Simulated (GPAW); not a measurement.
## Worked example: self-consistent single point of Sb2O3 (Fd-3m, 20 atoms in the cell) in GPAW

Level of theory: GPAW 25.7.0 with LDA (Perdew-Wang 92), LCAO dzp, GPAW PAW datasets LDA (gpaw-data 1.0.1).

The input file:

```python
from ase import Atoms
from gpaw import GPAW

atoms = Atoms(['Sb', 'Sb', 'Sb', 'Sb', 'Sb', 'Sb', 'Sb', 'Sb', 'O', 'O', 'O', 'O', 'O', 'O', 'O', 'O', 'O', 'O', 'O', 'O'],
              cell=[[0.000000, 5.664158, 5.664158],
                    [5.664158, 0.000000, 5.664158],
                    [5.664158, 5.664158, 0.000000]],
              scaled_positions=[[0.365170, 0.365170, 0.365170],
                                [0.345510, 0.884830, 0.884830],
                                [0.365170, 0.365170, 0.904490],
                                [0.884830, 0.345510, 0.884830],
                                [0.904490, 0.365170, 0.365170],
                                [0.884830, 0.884830, 0.884830],
                                [0.365170, 0.904490, 0.365170],
                                [0.884830, 0.884830, 0.345510],
                                [0.063180, 0.436820, 0.436820],
                                [0.186820, 0.813180, 0.186820],
                                [0.436820, 0.063180, 0.063180],
                                [0.813180, 0.186820, 0.813180],
                                [0.436820, 0.063180, 0.436820],
                                [0.186820, 0.186820, 0.813180],
                                [0.063180, 0.436820, 0.063180],
                                [0.813180, 0.813180, 0.186820],
                                [0.186820, 0.813180, 0.813180],
                                [0.436820, 0.436820, 0.063180],
                                [0.813180, 0.186820, 0.186820],
                                [0.063180, 0.063180, 0.436820]],
              pbc=True)

calc = GPAW(mode='lcao',
            h=0.2,
            basis='dzp',
            xc='LDA',
            kpts=(3, 3, 3),
            occupations={'name': 'methfessel-paxton', 'width': 0.2, 'order': 1},
            convergence={'forces': 0.001},
            symmetry={'symmorphic': False, 'tolerance': 0.0005},
            maxiter=100,
            txt='-')

atoms.calc = calc

energy = atoms.get_potential_energy()
print('Energy (eV):', round(energy, 6))
forces = atoms.get_forces()
print('Forces (eV/Ang):')
print(forces.round(5))
```

Output, abridged:

```
Input parameters:
  basis: dzp
  convergence: {forces: 0.001}
  h: 0.2
  kpts: [3 3 3]
  maxiter: 100
  mode: lcao
  occupations: {name: methfessel-paxton,
                order: 1,
                width: 0.2}
  symmetry: {symmorphic: False,
             tolerance: 0.0005}

species:
  Sb:
    name: Antimony
    Z: 51.0
    valence: 15
    core: 36
    charge: 0.0
    file: Sb.LDA.gz

    # LCAO basis set for Sb:
    #   Name: dzp
    #   File: Sb.dzp.basis.gz
    #   Number of radial functions: 7
    #   Number of spherical harmonics: 23
    #     l=0, rc=6.6250 Bohr: 5s-sz confined orbital
    #     l=1, rc=8.6719 Bohr: 5p-sz confined orbital
    #     l=2, rc=3.7656 Bohr: 4d-sz confined orbital
    #     l=0, rc=3.8125 Bohr: 5s-dz split-valence wave
    #     l=1, rc=5.1094 Bohr: 5p-dz split-valence wave
    #     l=2, rc=2.4844 Bohr: 4d-dz split-valence wave
    #     l=2, rc=8.6719 Bohr: d-type Gaussian polarization
    #   Number of RI-basis functions 0

  O:
    name: Oxygen
    Z: 8.0
    valence: 6
    core: 2
    charge: 0.0
    file: O.LDA.gz

    # LCAO basis set for O:
    #   Name: dzp
    #   File: O.dzp.basis.gz
    #   Number of radial functions: 5
    #   Number of spherical harmonics: 13
    #     l=0, rc=4.3438 Bohr: 2s-sz confined orbital
    #     l=1, rc=5.3906 Bohr: 2p-sz confined orbital
    #     l=0, rc=2.2969 Bohr: 2s-dz split-valence wave
    #     l=1, rc=2.8906 Bohr: 2p-dz split-valence wave
    #     l=2, rc=5.3906 Bohr: d-type Gaussian polarization
    #   Number of RI-basis functions 0

Reference energy: -1433394.387268  # eV

Spin-paired calculation

Convergence criteria:
 Maximum [total energy] change in last 3 cyles: 0.0005 eV / valence electron
 Maximum integral of absolute [dens]ity change: 0.0001 electrons / valence electron
 Maximum integral of absolute [eigenst]ate change: 4e-08 eV^2 / valence electron
 Maximum change in the atomic [forces] across last 2 cycles: 0.001 eV/Ang OR
Maximum error relative to the maximum force is below inf
 Maximum number of scf [iter]ations: 100

Symmetries present (total): 48
Symmetries with fractional translations: 24
27 k-points: 3 x 3 x 3 Monkhorst-Pack grid
4 k-points in the irreducible part of the Brillouin zone
       k-points in crystal coordinates                weights
   0:     0.00000000    0.00000000    0.00000000          1/27
   1:     0.33333333    0.33333333   -0.33333333         12/27
   2:     0.33333333    0.33333333    0.00000000          6/27
   3:     0.33333333    0.33333333    0.33333333          8/27

Wave functions: LCAO
  Diagonalizer: Serial LAPACK
  Atomic Correction: dense with blas
  Data-type: complex

Occupation numbers: Methfessel-Paxton:
  width: 0.2000  # eV
  order: 1

Eigensolver
   LCAO using direct dense diagonalizer

Densities:
  Coarse grid: 32*32*32 grid
  Fine grid: 64*64*64 grid
  Total Charge: 0.000000

Density mixing:
  Method: separate
  Backend: pulay
  Linear mixing parameter: 0.05
  old densities: 5
  Damping of long wavelength oscillations: 50

Hamiltonian:
  XC and Coulomb potentials evaluated on a 64*64*64 grid
  Interpolation: tri-quintic (5. degree polynomial)
  Poisson solver: FastPoissonSolver using
    Stencil: 12*3+1=37 point O(h^6) finite-difference Laplacian
    FFT axes: [np.int64(0), np.int64(1), np.int64(2)]
    FST axes: []

Number of atoms: 20
Number of atomic orbitals: 340
Number of bands in calculation: 120
Number of valence electrons: 192
Bands to converge: occupied

Density initialized from atomic densities

                                    Sb
                          Sb

                      O     Sb

                    Sb   O        Sb

              O          Sb    O
                           Sb

              O   SbO
               O
                      O
        O          O
            O
              O

Atomic positions and initial magnetic moments

Positions:
   0 Sb     4.136761    4.136761    4.136761    ( 0.0000,  0.0000,  0.0000)
   1 Sb    10.023634    6.968840    6.968840    ( 0.0000,  0.0000,  0.0000)
   2 Sb     7.191555    7.191555    4.136761    ( 0.0000,  0.0000,  0.0000)
   3 Sb     6.968840   10.023634    6.968840    ( 0.0000,  0.0000,  0.0000)
   4 Sb     4.136761    7.191555    7.191555    ( 0.0000,  0.0000,  0.0000)
   5 Sb    10.023634   10.023634   10.023634    ( 0.0000,  0.0000,  0.0000)
   6 Sb     7.191555    4.136761    7.191555    ( 0.0000,  0.0000,  0.0000)
   7 Sb     6.968840    6.968840   10.023634    ( 0.0000,  0.0000,  0.0000)
   8 O      4.948435    2.832079    2.832079    ( 0.0000,  0.0000,  0.0000)
   9 O      5.664158    2.116356    5.664158    ( 0.0000,  0.0000,  0.0000)
  10 O      0.715723    2.832079    2.832079    ( 0.0000,  0.0000,  0.0000)
  11 O      5.664158    9.211960    5.664158    ( 0.0000,  0.0000,  0.0000)
  12 O      2.832079    4.948435    2.832079    ( 0.0000,  0.0000,  0.0000)
  13 O      5.664158    5.664158    2.116356    ( 0.0000,  0.0000,  0.0000)
  14 O      2.832079    0.715723    2.832079    ( 0.0000,  0.0000,  0.0000)
  15 O      5.664158    5.664158    9.211960    ( 0.0000,  0.0000,  0.0000)
  16 O      9.211960    5.664158    5.664158    ( 0.0000,  0.0000,  0.0000)
  17 O      2.832079    2.832079    4.948435    ( 0.0000,  0.0000,  0.0000)
  18 O      2.116356    5.664158    5.664158    ( 0.0000,  0.0000,  0.0000)
  19 O      2.832079    2.832079    0.715723    ( 0.0000,  0.0000,  0.0000)

Unit cell:
           periodic     x           y           z      points  spacing
  1. axis:    yes    0.000000    5.664158    5.664158    32     0.2044
  2. axis:    yes    5.664158    0.000000    5.664158    32     0.2044
  3. axis:    yes    5.664158    5.664158    0.000000    32     0.2044

  Lengths:   8.010329   8.010329   8.010329
  Angles:   60.000000  60.000000  60.000000

Effective grid spacing dv^(1/3) = 0.2230

     iter     time        total  log10-change:
                         energy   eigst   dens  force
iter:   1 --:--:--  -127.759544        c
iter:   2 --:--:--  -125.144868        c -1.09
iter:   3 --:--:--  -118.678017        c -1.13
iter:   4 --:--:--  -119.219337        c -1.40
iter:   5 --:--:--  -118.080787        c -1.50
iter:   6 --:--:--  -117.746898        c -1.81
iter:   7 --:--:--  -117.731335        c -2.43
iter:   8 --:--:--  -117.728988c       c -2.82
iter:   9 --:--:--  -117.727296c       c -3.01
iter:  10 --:--:--  -117.727287c       c -4.02c
iter:  11 --:--:--  -117.727222c       c -4.09c -2.01
iter:  12 --:--:--  -117.727221c       c -4.46c -2.44
iter:  13 --:--:--  -117.727219c       c -4.50c -2.21
iter:  14 --:--:--  -117.727219c       c -4.57c -3.65c

Converged after 14 iterations.

Dipole moment: (38.318403, 38.318403, 38.318403) |e|*Ang

Energy contributions relative to reference atoms: (reference = -1433394.387268)

Kinetic:       +154.186796
Potential:     -148.509783
External:        +0.000000
XC:            -134.653669
Entropy (-ST):   +0.000000
Local:          +11.249437
SIC:             +0.000000
--------------------------
Free energy:   -117.727219
Extrapolated:  -117.727219

Showing only first 2 kpts
 Kpt  Band  Eigenvalues  Occupancy
  0    94      3.06734    2.00000
  0    95      3.06734    2.00000
  0    96      6.67895   -0.00000
  0    97      6.67895   -0.00000

  1    94      3.06314    2.00000
  1    95      3.22739    2.00000
  1    96      7.13807   -0.00000
  1    97      7.20558   -0.00000

Fermi level: 4.58513

Gap: 3.452 eV
Transition (v -> c):
  (s=0, k=1, n=95, [0.33, 0.33, -0.33]) -> (s=0, k=0, n=96, [0.00, 0.00, 0.00])
Direct/indirect transitions are different
Direct gap: 3.552 eV
Transition at: (s=0, k=2, n=95, [0.33, 0.33, 0.00])
Energy (eV): -117.727219

Forces in eV/Ang:
  0 Sb   -0.25510   -0.25510   -0.25510
  1 Sb    0.25510   -0.25510   -0.25510
  2 Sb    0.25510    0.25510   -0.25510
  3 Sb   -0.25510    0.25510   -0.25510
  4 Sb   -0.25510    0.25510    0.25510
  5 Sb    0.25510    0.25510    0.25510
  6 Sb    0.25510   -0.25510    0.25510
  7 Sb   -0.25510   -0.25510    0.25510
  8 O     0.23564   -0.00000   -0.00000
  9 O    -0.00000    0.23564   -0.00000
 10 O    -0.23564   -0.00000    0.00000
 11 O    -0.00000   -0.23564    0.00000
 12 O    -0.00000    0.23564    0.00000
 13 O     0.00000    0.00000    0.23564
 14 O     0.00000   -0.23564   -0.00000
 15 O    -0.00000    0.00000   -0.23564
 16 O    -0.23564    0.00000   -0.00000
 17 O    -0.00000   -0.00000    0.23564
 18 O     0.23564    0.00000    0.00000
 19 O    -0.00000   -0.00000   -0.23564
```

The run converged in 14 iterations.

The starting cell comes from a database of published, mostly measured structures (it also holds non-ambient and calculated ones), without a prior relaxation at this level. Its lattice was rescaled by a random factor within 2.5 % of one. Spin-orbit coupling is off. Values carry the incompleteness of an atom-centred basis.

Cost on one core of a shared machine: roughly 2 min.
